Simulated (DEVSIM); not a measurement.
System: Ru/HfO2/n-Si capacitor, at 300 K.

Layer 1 from the left is HfO2, thickness (nm) 18.0. Layer 2 from the left is Si, thickness (nm) 680, Nd (cm⁻³) 7.1e17.

Metal gate on the left, work function 4.7 eV. Fixed charge at the semiconductor interface -9.5e11 cm⁻² (in units of +e); no interface traps.

Constants are typed, rounded textbook-type inputs, not results; the design itself was drawn at random and stands for no fabricated device. Values at 300 K.

HfO2: gap (eV) 5.7, affinity (eV) 2.5, permittivity 22. Si: gap (eV) 1.124, affinity (eV) 4.05, permittivity 11.7, Nc (cm⁻³) 2.86e19, Nv (cm⁻³) 3.1e19.

Question: Estimate by hand the flat-band voltage, the threshold voltage, and compare with a numerical solution.

Answer: 
- Flat-band voltage: C = 1.08 μF/cm², work-function difference 0.554 V; VFB = φms − qNf/C = 0.70 V; numerical 0.70 V.
- Threshold voltage: φF = 0.465 V, depletion charge √(4εqNφF) = 4.68e-7 C/cm²; VT = VFB − 2φF − Qd/C = -0.67 V; numerical -0.67 V.

Simulated with DEVSIM: 1D Poisson equation in equilibrium, Boltzmann statistics, complete ionisation; no quantum confinement or tunnelling. Metal contacts follow the ideal Schottky-Mott rule: no Fermi-level pinning, no interface dipoles.
